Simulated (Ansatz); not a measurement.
End structure of the (001) surface of zinc-blende GaAs, (2x2) As dimers with one H each (bottom of the slab: anion dimers, one H a dimer):

```
CELL_PARAMETERS angstrom
      8.12558     0.00000     0.00000
      0.00000     8.12558     0.00000
      0.00000     0.00000    30.00000
ATOMIC_POSITIONS crystal
  As 0.99990 0.11011 0.31599
  As 0.99989 0.42115 0.30523
  As 0.50030 0.10999 0.31599
  As 0.50013 0.42102 0.30519
  Ga 0.25010 0.00880 0.35742
  Ga 0.25010 0.48535 0.35336
  Ga 0.75016 0.00829 0.35777
  Ga 0.74993 0.48567 0.35377
  As 0.25000 0.25000 0.40488
  As 0.25000 0.75000 0.40488
  As 0.75000 0.25000 0.40488
  As 0.75000 0.75000 0.40488
  Ga 0.00000 0.25000 0.45276
  Ga 0.00000 0.75000 0.45276
  Ga 0.50000 0.25000 0.45276
  Ga 0.50000 0.75000 0.45276
  As 0.99188 0.99985 0.50047
  As 0.99270 0.50038 0.50067
  As 0.50744 0.99983 0.50107
  As 0.50807 0.50035 0.50010
  Ga 0.24818 0.99879 0.54352
  Ga 0.25186 0.50236 0.54349
  Ga 0.75164 0.99860 0.55324
  Ga 0.74838 0.50254 0.55324
  As 0.24997 0.25072 0.58846
  As 0.25002 0.75038 0.58950
  As 0.75006 0.25068 0.60301
  As 0.75010 0.75049 0.60408
  Ga 0.02493 0.27048 0.64361
  Ga 0.02481 0.73023 0.64443
  Ga 0.47515 0.23173 0.64355
  Ga 0.47535 0.76996 0.64440
  As 0.10659 0.00108 0.68163
  As 0.08806 0.49928 0.69653
  As 0.41202 0.00194 0.69617
  As 0.39330 0.50010 0.68196
  H  0.00270 0.05192 0.26758
  H  0.49737 0.05167 0.26759
  H  0.04969 0.00318 0.73020
  H  0.45051 0.49782 0.73051
```

Slab: 40 atoms, 14.0 Å thick at the start with caps and adatoms (thin: gaps and levels are the slab's own); k 2x2x1, smearing 0.025 eV, dipole-corrected; single point; no symmetry held, on the structure that PBE left; no spin, no spin-orbit, no U. It is one candidate, not shown to be the stable structure of the face.

**Question.** Give the highest filled level below the top vacuum level at the level Ansatz (an electronic-structure program) with HSE06, at the PBE geometry.

**Answer.** 5.25 eV

**Question.** What gap of the slab on its k-mesh does HSE06, at the PBE geometry give?

**Answer.** 1.51 eV
